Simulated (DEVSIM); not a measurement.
Structure: illuminated Si n-on-p cell, one wavelength, at 300 K.

Layer 1 from the left is Si, thickness (μm) 0.0720, Nd (cm⁻³) 9.4e18, τn (s) 2e-7, τp (s) 7.8e-8, absorption coefficient (cm⁻¹) 5500. Layer 2 from the left is Si, thickness (μm) 110, Na (cm⁻³) 5.5e16, τn (s) 1.4e-6, τp (s) 1.4e-6, absorption coefficient (cm⁻¹) 5500.

Left contact: ohmic, minority hole recombination velocity 70 cm/s. Right contact: ohmic, minority electron recombination velocity 1e6 cm/s. Voltage is applied to the left contact. Recombination: SRH at mid-gap, radiative, Auger. Light enters at the left, 3.2e17 photons cm⁻² s⁻¹, one pass, no reflection. Mobility is μmin + (μ − μmin)/(1 + (N/Nref)^α).

Constants are typed, rounded textbook-type inputs, not results; the design itself was drawn at random and stands for no fabricated device. Values at 300 K.

Si: gap (eV) 1.124, affinity (eV) 4.05, permittivity 11.7, Nc (cm⁻³) 2.86e19, Nv (cm⁻³) 3.1e19, μn (cm²/Vs) 1417, μp (cm²/Vs) 470, μn,min 52, μp,min 45, Nref,n 9.7e16, Nref,p 2.2e17, αn 0.68, αp 0.72, B (cm³/s) 4.7e-15, Cn (cm⁶/s) 2.8e-31, Cp (cm⁶/s) 9.9e-32.

Simulated with DEVSIM: 1D drift-diffusion, Boltzmann statistics, complete ionisation; no tunnelling, impact ionisation, image-force lowering or self-heating.

**Question.** What does the simulation give for the largest field in the device at zero bias, the potential step across the device at zero bias?

**Answer.** largest field in the device at zero bias 190000 V/cm; potential step across the device at zero bias 0.931 V.
